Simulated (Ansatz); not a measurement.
Input and output of a relaxation of the atoms for LaNi₂Ge₂ (I4mm, 5 atoms in the cell) (Ansatz, a first-principles code).

Method of the run: LDA (PW92), default PAW files made with PBE (plane waves; Ansatz).

The change in words: one atom moved by 0.15 angstrom; relax: default → atoms; relax.f_tol: default → 0.05 eV/Å. Reference geometry:
```xyz
5
Lattice="-2.0984 2.0984 4.9556 2.0984 -2.0984 4.9556 2.0984 2.0984 -4.9556" Properties=species:S:1:pos:R:3 pbc="T T T"
La     0.0000     0.0000     0.0000
Ni     2.0984     0.0000     2.4778
Ni     0.0000     2.0984     2.4778
Ge     0.0000     0.0000     6.3096
Ge     0.0000     0.0000     3.6016
```

Reference input (self-consistent single point, DFT, LDA (PW92), plane waves, default PAW files made with PBE): basis.ecutwfc = 420 eV; kpoints.mp_grid.grid = 9 9 9; hamiltonian.xc = lda; hamiltonian.pseudopotentials = {kind: paw} (the program's default PAW files); scf.occupations.method = gaussian; scf.occupations.width = 0.1 eV. This run's input differs from it in these lines:

```diff
@@ -7,3 +7,3 @@
   atoms:
-    - { symbol: La, position: [0.00000000, 0.00000000, 0.00000000] }
+    - { symbol: La, position: [0.01513400, 0.01513400, 0.00000000] }
     - { symbol: Ni, position: [0.25000000, 0.75000000, 0.50000000] }
@@ -25,2 +25,4 @@
     width: 0.1 eV
+relax:
+  f_tol: 0.05
 output:
```

The program printed (abridged):

```
   [... SCF lines of the steps left out ...]
relax step   1: F+E_penalty+E_count = -26057.86487239 eV  Δ(F+E_penalty+E_count) = +0.000e0 eV  max|allowed force component| = 6.950e-1 eV/Å  Δτ_max = 0.0000 Å  (6 SCF iters, dr2 threshold 6.25e-5 eV, accepted)
relax step   2: F+E_penalty+E_count = -26057.91469889 eV  Δ(F+E_penalty+E_count) = -4.983e-2 eV  max|allowed force component| = 2.012e-1 eV/Å  Δτ_max = 0.1549 Å  (6 SCF iters, dr2 threshold 3.02e-5 eV, accepted)
relax step   3: F+E_penalty+E_count = -26057.91768174 eV  Δ(F+E_penalty+E_count) = -2.983e-3 eV  max|allowed force component| = 1.462e-1 eV/Å  Δτ_max = 0.0404 Å  (6 SCF iters, dr2 threshold 2.53e-6 eV, accepted)
relax step   4: F+E_penalty+E_count = -26057.92010620 eV  Δ(F+E_penalty+E_count) = -2.424e-3 eV  max|allowed force component| = 1.083e-3 eV/Å  Δτ_max = 0.0187 Å  (7 SCF iters, accepted)
the relaxation is at rest under the 8 symmetry operations that the run kept from its start: a minimum is not shown …
Free energy (F): -26057.920106 eV
Internal energy: -26057.897811 eV  (E = F + TS)
E sigma→0 (E₀):  -26057.908959 eV
Entropy (-TS):   -0.022295 eV (-4.459 meV/atom)
Fermi energy:    13.539390 eV
--- Forces (eV/Å), atoms counted from 1 ---
  atom   1  La    -0.00000000    -0.00000000     0.00003152
  atom   2  Ni    -0.00000000     0.00000000    -0.00010873
  atom   3  Ni     0.00000000     0.00000000    -0.00010873
  atom   4  Ge     0.00000000     0.00000000    -0.00089482
  atom   5  Ge    -0.00000000    -0.00000000     0.00108387
--- Stress (GPa, compression-positive) ---
   [... lines left out ...]
    - { symbol: Ni, position: [0.25302785286006246, 0.7530278528600627, 0.5000000000000001] }
    - { symbol: Ni, position: [0.7530278528600627, 0.25302785286006246, 0.5000000000000001] }
    - { symbol: Ge, position: [0.641721038845924, 0.641721038845924, 5.552634629014006e-34] }
    - { symbol: Ge, position: [0.36433056012549236, 0.36433056012549236, -1.7896921531532745e-34] }
```

The run converged. 

Summary of the result:
| Item | Result |
|---|---|
| Free energy E − TS (on the zero of these files) | -26057.9201 eV |
| Fermi level (on the code's own zero) | 13.54 eV |
| Pressure | -6.61 GPa |
| Largest force (vector length) | 0.001 eV/Å |
| Relaxation steps | 4 |

The starting cell comes from a database of computed structures (which also holds hypothetical and non-ambient phases and stackings), without a prior relaxation at this level. Its lattice was rescaled by up to half a per cent. For this run, on top of that: one atom moved by 0.15 angstrom. Spin polarisation is off. The relaxation keeps the symmetry of its start, so its end need not be a minimum. Ansatz's pressure includes its estimate of the finite-basis (Pulay) stress.

Cost on one core of a shared machine: roughly 3 min.

Keys are those of Ansatz 0.2.
